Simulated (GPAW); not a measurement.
Band structure of InNi3N (Pm-3m, 5 atoms in the cell).

```xyz
5
Lattice="3.8399 0.0000 0.0000 0.0000 3.8399 0.0000 0.0000 0.0000 3.8399" Properties=species:S:1:pos:R:3 pbc="T T T"
In     0.0000     0.0000     0.0000
Ni     1.9199     1.9199     0.0000
Ni     0.0000     1.9199     1.9199
Ni     1.9199     0.0000     1.9199
N      1.9199     1.9199     1.9199
```

Method of the run: LDA (Perdew-Wang 92), GPAW PAW datasets LDA (gpaw-data 1.0.1) (plane waves; GPAW 25.7.0).

Settings: mode = pw; ecut = 900 eV; xc = LDA; kpts = 9 9 9; mesh shift (steps) = 0 0 0; occupations.name = methfessel-paxton; occupations.width = 0.1 eV; occupations.order = 0; nbands = -13; convergence.density = 1e-05 e/electron; convergence.energy = 1e-05 eV/electron; symmetry.symmorphic = false; symmetry.tolerance = 0.0005; maxiter = 150.

The starting cell comes from a database of computed structures (which also holds hypothetical and non-ambient phases and stackings), without a prior relaxation at this level. Spin polarisation is off, so a magnetic state, if there is one, cannot be reached.

Levels in eV from the Fermi level, bands 30 to 37:
| point | 30 | 31 | 32 | 33 | 34 | 35 | 36 | 37 |
|---|---|---|---|---|---|---|---|---|
| Γ | -0.87 | -0.87 | -0.87 | -0.73 | 0.87 | 2.21 | 2.21 | 2.21 |
| X | -1.31 | -0.87 | -0.78 | -0.78 | 1.10 | 1.38 | 3.84 | 3.84 |
| M | -1.40 | -0.96 | -0.50 | -0.50 | -0.13 | 3.00 | 3.25 | 3.25 |
| R | -1.35 | -0.89 | -0.89 | -0.89 | 0.63 | 0.63 | 0.63 | 1.37 |

Bands cross the Fermi level along this path, so the cell is metallic at this level.
